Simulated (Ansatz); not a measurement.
Symmetric slabs, relaxed from ideal cuts in 1x1 cells, of elemental solids: work function (eV) by functional, in Ansatz (plane waves, PAW). All structures are PBE's; the other columns are single points with references at the same level. No spin-orbit coupling, Hubbard U or dispersion. The rows are a random draw from the class, without slabs that broke up, higher cuts of a face and adsorbates that left their site.

| system | PBE (eV) | r2SCAN (eV) |
|---|---|---|
| hcp Sc (31-42), ideal cut with outer spacing 0.51 Å | 3.23 | 3.27 |
| bcc Li (331), ideal cut with outer spacing 0.39 Å | 2.94 | 2.91 |
| hcp Ti (30-31), ideal cut with outer spacing 0.42 Å | 3.88 | 3.91 |
| fcc Pt (321), ideal cut with outer spacing 0.53 Å | 5.38 | 5.41 |
| fcc Ag (311), ideal cut with outer spacing 1.25 Å | 4.21 | ? |
| hcp Cd (21-33), ideal cut with outer spacing 0.15 Å | 3.95 | 4.00 |
| bcc Nb (331), ideal cut with outer spacing 0.38 Å | 4.13 | 4.16 |
| bcc Ta (322), ideal cut with outer spacing 0.40 Å | 3.90 | 3.88 |

Question: Fit a straight line y = a·x + b by least squares to the 7 complete rows (x: PBE (eV); y: r2SCAN (eV)).

Answer: the means are x̄ = 3.9157 and ȳ = 3.9343; Σ(x − x̄)² = 3.6150 and Σ(x − x̄)(y − ȳ) = 3.6681, so a = 1.015 and b = ȳ − a·x̄ = -0.039. The largest residual is 0.038.

Question: What does the line predict for the withheld row, fcc Ag (311), ideal cut with outer spacing 1.25 Å, and what did the calculation give?

Answer: the line gives 4.23; the calculation gave 4.15, a miss of -0.08, larger than any residual of the fitted rows.

Ansatz is an electronic-structure program.
